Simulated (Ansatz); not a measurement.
Bi₂SiO₅ (Pnma, No. 62, 32 atoms in the cell; start mp-769310) was calculated with r²SCAN (Ansatz, a quantum-chemistry and plane-wave program, plane waves, PAW).

Numerical settings: plane-wave cutoff 560 eV, 4×10×4 k mesh (along the axes of the cell as run), Fermi–Dirac smearing 0.01 eV, scalar-relativistic PAW data made under PBE.

Cell (relaxed with PBEsol):

Bi$_{2}$O$_{5}$Si is modelled in the orthorhombic space group Pnma (No. 62), Pearson symbol oP32. Cell: a = 10.866 Å, b = 3.847 Å, c = 10.838 Å, α = β = γ = 90.00°. Si on 4c sees 3 O at 1.632–1.673 Å and 2 O at 1.942 Å. Bi1 on 4c is surrounded by 6 O at 2.132–2.683 Å. Bi2 on 4c is surrounded by 4 O at 2.222–2.365 Å and 2 O at 2.575 Å and 1 O at 2.841 Å (no clear gap to further neighbours). O1 on 4c is coordinated by 2 Bi at 2.132–2.222 Å and 2 Bi at 2.575 Å (tetrahedral). O2 on 4c is surrounded by 1 Si at 1.632 Å and 2 Bi at 2.436 Å (trigonal planar). O3 on 4c is surrounded by 2 Si at 1.942 Å and 1 Bi at 2.365 Å and 1 Bi at 2.683 Å. O4 on 4c is surrounded by 1 Si at 1.673 Å and 2 Bi at 2.319 Å and 1 Bi at 2.841 Å. O5 on 4c has 1 Si at 1.672 Å and 2 Bi at 2.302 Å (trigonal pyramidal). (Neighbours: up to the widest gap in distance over summed covalent radii, below 1.35, at either atom; cation-cation and far metal-metal contacts left out.)

Task: What does this level give for the band gap and smallest direct gap on the k points sampled?

Result: 
- band gap: 2.97 eV
- smallest direct gap on the k points sampled: 3.52 eV

Note: cell and atoms aren't relaxed at this level (largest force component 0.37 eV/Å).

Spin–orbit coupling is not included; with these elements it can move the gap by several tenths of an eV or more.

Computed values are for the static lattice.

It cost roughly 8 core-minutes of CPU time.

A start named mp-… is a Materials Project structure, which need not be a measured phase.
